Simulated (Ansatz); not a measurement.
Consider Al2Os (space group I4/mmm, No. 139; a = 3.1558 Å, c = 8.2963 Å; a cell from a computed database, its experimental status unchecked). Axes: x, y, z lie along a, b, c of the conventional cell.

The change: strain tensor (xx, yy, zz, yz, xz, xy) = (+0.15, −0.05, −1.41, −1.26, −0.32, +0.60) %, atoms relaxed at fixed cell.

Levels (all Ansatz, a program for electronic structure, PAW): PBEsol (420 eV, spin-orbit coupling left out); r2SCAN (500 eV, without spin-orbit coupling).

The geometry is relaxed with PBEsol.

| Property | Value |
|---|---|
| PBEsol lowest conduction level above the VBM at special points | V₂ 0.72 eV; R₂ 0.72 eV; T₂ 0.87 eV; Y 0.87 eV |
| PBEsol gap character | indirect, R₂–Γ (56 % along) → k = (0.143, -0.191, -0.476) in the run's primitive reciprocal basis |
| PBEsol smallest direct gap | 1.15 eV |

**Question.** Predict the lowest conduction level above the VBM at special points, gap character and smallest direct gap from r2SCAN.

**Answer.** The lowest conduction level above the VBM at special points goes from V₂ 0.72 eV; R₂ 0.72 eV; T₂ 0.87 eV; Y 0.87 eV to V₂ 1.00 eV; R₂ 1.00 eV; T₂ 1.13 eV; Y 1.14 eV; the gap character stays indirect, R₂–Γ (56 % along) → k = (0.143, -0.191, -0.476) in the run's primitive reciprocal basis; the smallest direct gap goes up by 0.222 eV to 1.38 eV.

Single points use the geometry relaxed with PBEsol. Spin-orbit coupling, missing from the scalar runs, can matter with Os. Whether these cells are dynamically stable was not tested. k-point labels follow each cell's own Brillouin zone.
